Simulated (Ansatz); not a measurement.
A computed series for LiNbO3: pressure series

Start from LiNbO3 (space group R3c, No. 161).

```
CELL_PARAMETERS angstrom
      2.59491     1.49817     4.67185
     -2.59491     1.49817     4.67185
      0.00000    -2.99635     4.67185
ATOMIC_POSITIONS crystal
  Li 0.70263 0.70263 0.70263
  Li 0.20263 0.20263 0.20263
  Nb 0.98385 0.98385 0.98385
  Nb 0.48385 0.48385 0.48385
  O  0.62628 0.87373 0.26322
  O  0.87373 0.26322 0.62628
  O  0.26322 0.62628 0.87373
  O  0.76322 0.37373 0.12628
  O  0.37373 0.12628 0.76322
  O  0.12628 0.76322 0.37373
```

Cell and atoms are relaxed at each pressure.

Calculations: Ansatz (a first-principles code), PBE, PAW, cutoff 420 eV, no spin-orbit coupling.

```csv
change,smallest direct gap,width of the top valence band,band gap
base,3.59 eV,0.31 eV,3.54 eV
pressure 0.9 GPa,3.60 eV,0.31 eV,3.54 eV
pressure 22.5 GPa,?,0.33 eV,?
pressure 30 GPa,3.70 eV,0.36 eV,3.66 eV
```

**Question.** Complete the table.

**Answer.** 
- pressure 22.5 GPa, smallest direct gap: 3.73 eV
- pressure 22.5 GPa, band gap: 3.67 eV

Load acts through the strain it causes; cell and atoms are relaxed under it. Stability against distortions was not tested. No other phases were tried under pressure.
